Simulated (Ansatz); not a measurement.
**A constructed model of the (111) surface of fcc Ir, p(2x2) layer of Pb, one a cell, on the site that continues the host's stacking (bottom of the slab: a bare face, its two planes held)**

The numbers are results of PBE (plane waves to 420 eV, PAW; Ansatz, an electronic-structure program), not measurements.

Model: 25-atom slab, 13.7 Å thick at the start with caps and adatoms (thin: gaps and levels are the slab's own), 8x8x1 mesh, Fermi-Dirac 0.1 eV, dipole correction, 8 atoms held, the rest relaxed; held to the start's symmetry, so lower structures may exist; no spin, no spin-orbit, no U. It is one candidate, not shown to be the stable structure of the face.

```yaml
work_function_of_the_top_face: 3.94 eV
energy_released_by_relaxation: 0.24 eV
cost: around 13 core-minutes (rough)
```
